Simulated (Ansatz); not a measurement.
Output of an Ansatz run (abridged):

```
WARN ansatz: RAYON_NUM_THREADS=1 ignored (pool sized by the plan → 1); use --threads N
Pseudopotentials: kind: paw
Pseudopotential: Au, paw, valence charge 19
Crystal: 1 atoms, lattice volume = 16.827 Å³
Basis set: ecut = 420 eV, 331 PW (Γ), exchange–correlation on 40×40×40 points (8 copies of the dense FFT grid, shifted against one another)
Bands: 14, of which v1, the nominal top of the filled ones, is band 10 counted from 1 (9 counted from 0)
Symmetry: 48 space group operations
Space group: Fm-3m (ITA 225), of the structure as read, at distance tolerance 2.6e-5 Å
k-points: 104 of 2744
PAW frozen core: Au, regenerated for the run's functional, and the local potential with it
Initial density: superposition of atomic densities (neutral atoms: chi_scale 0, normalization atom), corrected by the library's trained network
Initial wavefunctions: pseudopotential atomic-orbital guess
Eigensolver: davidson
Functional: x = pbesol(κ = 0.804, μ = 0.12345679012345678), c = pbesol(β = 0.046)
SCF iter   1: F=—  HF=-13007.102844 eV  |F-HF|=—  |Δ(HF+E_count)|=         —  Δρ=6.34e-3  dr2=6.24e-3  ethr=1.77e-3  ⟨swp⟩=4.7  Hψ=7292  notcnv=0
all-band conjugate gradients solve this SCF's bands
preconditioner: auto → none
SCF iter   2: F=—  HF=-13007.101390 eV  |F-HF|=—  |Δ(HF+E_count)|=   1.45e-3  Δρ=2.79e-3  dr2=1.14e-3  ethr=3.29e-5  ⟨swp⟩=1.0  Hψ=2288  notcnv=0
SCF iter   3: F=—  HF=-13007.101072 eV  |F-HF|=—  |Δ(HF+E_count)|=   3.18e-4  Δρ=4.07e-4  dr2=1.09e-5  ethr=5.99e-6  ⟨swp⟩=2.0  Hψ=1948  notcnv=0
SCF iter   4: F=—  HF=-13007.101074 eV  |F-HF|=—  |Δ(HF+E_count)|=   1.65e-6  Δρ=4.59e-5  dr2=1.57e-7  ethr=5.71e-8  ⟨swp⟩=2.5  Hψ=2261  notcnv=0
iter 5 did not close the SCF: its close was put off for the readings that it lacked (scf_convergence_deferred on its scf_iter line)
SCF iter   5: F=-13007.101074 eV  HF=-13007.101074 eV  |F-HF|=1.78e-10  |Δ(HF+E_count)|=   1.32e-7  Δρ=2.74e-6  dr2=4.07e-10  ethr=8.26e-10  ⟨swp⟩=2.5  Hψ=2415  notcnv=0
SCF iter   6: F=-13007.101074 eV  HF=-13007.101074 eV  |F-HF|=1.82e-11  |Δ(HF+E_count)|=  3.57e-10  Δρ=3.71e-7  dr2=1.81e-11  ethr=2.14e-12  ⟨swp⟩=1.5  Hψ=4190  notcnv=0
SCF 1 converged in 6 iterations: F = -13007.101074 eV  dr2 = 1.81e-11
SCF converged after 6 iterations
Free energy (F): -13007.101074 eV
Harris-Foulkes:  -13007.101074 eV  (|F-HF|=1.82e-11)
Internal energy: -13007.090568 eV  (E = F + TS)
E sigma→0 (E₀):  -13007.095821 eV
Entropy (-TS):   -0.010505 eV (-10.505 meV/atom)
Fermi energy:    20.783679 eV
--- Per-component energies (eV) ---
  E_band       = -204.677354
  E_kinetic    = 604.918344
  E_local      = -1687.033294  (includes V_loc(G=0)·N_el)
  E_nonlocal   = 77.606366
  E_hartree    = 719.105295
  E_xc         = -226.753108
  E_vxc        = -274.837888  (∫ρ·V_xc dr)
  E_paw        = -9565.701545  (= ΣΔE_a)
  E_vpaw       = -363.543153  (= ΣTr[D̂ρ^β])
  E_aug_tail   = 0.001454  (compensation charges beyond the density's cutoff)
  E_ewald      = -2929.543560
  E_core_change = 0.309479  (= ΣΔE_core)
  E_smearing   = -0.010505  (= −TS)
  E_closure    = 0.000000  (closes the sum)
  Σ components = -13007.101074   (vs F -13007.101074, Δ=0.00e0)
--- Forces (eV/Å), atoms counted from 1 ---
  atom   1  Au    -0.00000000     0.00000000    -0.00000000
  max |Σ_I F_I| component: 3.24e-32 eV/Å
--- Stress (GPa, compression-positive) ---
        2.042678       0.000000      -0.000000
       -0.000000       2.042678       0.000000
       -0.000000      -0.000000       2.042678
  P = ⅓ Tr σ = 2.0427 GPa (20.427 kbar)
  The stress holds the Pulay correction. Without it, at fixed plane waves, as pw.x and ABINIT print it: P = 1.9951 GPa
--- Band table (eV; the first three rows and the last of 104) ---
  k-point 0: bands = ["-84.7339", "-36.0286", "-36.0286", "-36.0286", "10.7347", "16.0513", "16.0513", "16.0513", "17.6217", "17.6217", "35.1994", "39.2692", "39.2692", "39.2692"]
  k-point 1: bands = ["-84.7332", "-36.0402", "-36.0303", "-36.0303", "10.9151", "15.9913", "16.1137", "16.1137", "17.5934", "17.5934", "35.4129", "38.1828", "39.4876", "39.4876"]
  k-point 2: bands = ["-84.7315", "-36.0725", "-36.0352", "-36.0352", "11.4306", "15.8582", "16.2581", "16.2581", "17.5568", "17.5568", "35.6011", "36.3776", "40.0808", "40.0808"]
  k-point 103: bands = ["-84.7171", "-36.1979", "-36.1688", "-36.1188", "14.6473", "15.1316", "16.0420", "17.5499", "19.1900", "25.6068", "26.2037", "27.9654", "30.2957", "42.6039"]
```

The structure:

```
CELL_PARAMETERS angstrom
      0.00000     2.03388     2.03388
      2.03388     0.00000     2.03388
      2.03388     2.03388     0.00000
ATOMIC_POSITIONS crystal
  Au 0.00000 0.00000 0.00000
```

### Question
Write an input that gives this output.

### Answer
Other spellings and defaults could give the same log, and not every line can be read from it. The input that was run (DFT, PBEsol, plane waves, default PAW files made with PBE):

Ansatz 0.2 input:
```yaml
# Au
crystal:
  lattice:
    - [0.000000, 2.033880, 2.033880]
    - [2.033880, 0.000000, 2.033880]
    - [2.033880, 2.033880, 0.000000]
  atoms:
    - { symbol: Au, position: [0.000000, 0.000000, 0.000000] }
basis:
  ecutwfc: 420.0
kpoints:
  mp_grid: { grid: [14, 14, 14] }
hamiltonian:
  xc: pbesol
  pseudopotentials: { kind: paw }
scf:
  occupations: { method: fermi_dirac, width: 0.1 }
output:
  forces: true
  eigenvalues: true
  stress: true
```

The starting cell has typed, rounded lattice constants, without a prior relaxation at this level. Its lattice was rescaled by up to half a per cent. Spin-orbit coupling is off. Ansatz's pressure includes its estimate of the finite-basis (Pulay) stress.

Ansatz is a first-principles code.
